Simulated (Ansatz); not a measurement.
Start from FeGe in the rock salt structure (space group Fm-3m, No. 225; a = 4.946 Å; ferromagnetic; a hypothetical phase, not in the database extracts checked).

Method: DFT with PBE, PAW potentials and a 420 eV plane-wave cutoff in Ansatz (an electronic-structure program), without spin-orbit coupling, earlier PAW set.

Before the change:

```
Quantity                              Result
-----------------------------  -------------
Largest site moment                  2.18 μB
Shortest interatomic distance        2.473 Å
Density                           7.05 g/cm³
Magnetic state                 ferromagnetic
```

It is then changed as follows: a hydrostatic pressure of 9 GPa.

Question: Estimate the effect on the largest site moment.

Answer: The largest site moment shrinks by 0.793 μB to 1.38 μB.

Question: Predict the new shortest interatomic distance.

Answer: The shortest interatomic distance decreases by 0.087 Å, from 2.473 Å to 2.386 Å.

Question: How does this affect the density?

Answer: The density rises by 0.80 g/cm³ to 7.85 g/cm³.

Question: What happens to the magnetic state?

Answer: The magnetic state is still ferromagnetic.

Other magnetic orders, which the real material may have, were not ruled out. Load acts through the strain it causes; cell and atoms are relaxed under it. Whether these cells are dynamically stable was not tested. Competing high-pressure phases were not computed. Seeded moments were not kept for pressure 9 GPa.
